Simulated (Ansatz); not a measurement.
Base system: Ca in the fcc (Cu type) structure (space group Fm-3m, No. 225; a = 5.4558 Å; relaxed with 0.1 eV smearing). Axes: x, y, z lie along the cube axes.

Structures relaxed with PBEsol/PAW in Ansatz (an electronic-structure program), spin-orbit coupling left out.

Base:

Simulated powder pattern, Mo Kα, λ = 0.71073 Å (kinematic, ideal powder, no thermal factors, no anomalous dispersion; the 10 strongest lines at most, above 2 %, up to 2θ = 40°):

```csv
2θ (°),I/Imax (%),hkl
12.96,100,(111)
14.97,51,(200)
21.23,37,(220)
24.95,44,(311)
26.08,13,(222)
30.20,5.7,(400)
32.99,17,(331)
33.87,15,(420)
37.22,11,(422)
39.57,12,(511)
```

After one change:

Simulated powder pattern, Mo Kα, λ = 0.71073 Å (kinematic, ideal powder, no thermal factors, no anomalous dispersion; the 10 strongest lines at most, above 2 %, up to 2θ = 40°):

```
2θ (°)  I/Imax (%)
------  ----------
13.00          100
14.97           34
15.12           17
21.23           12
21.34           24
24.98           29
25.16           14
26.17           13
33.15           11
37.28          7.3
```

**Question.** What was done to the base?
(A) uniaxial strain ε_zz = −2.00 %
(B) uniaxial strain ε_zz = +0.50 %
(C) uniaxial strain ε_zz = +3.00 %
(D) uniaxial strain ε_zz = −1.00 %

**Answer.** D, uniaxial strain ε_zz = −1.00 %. Its volume per atom is 40.19 Å³ against 40.60 Å³, and its space group is I4/mmm (No. 139).

Whether these cells are dynamically stable was not tested.
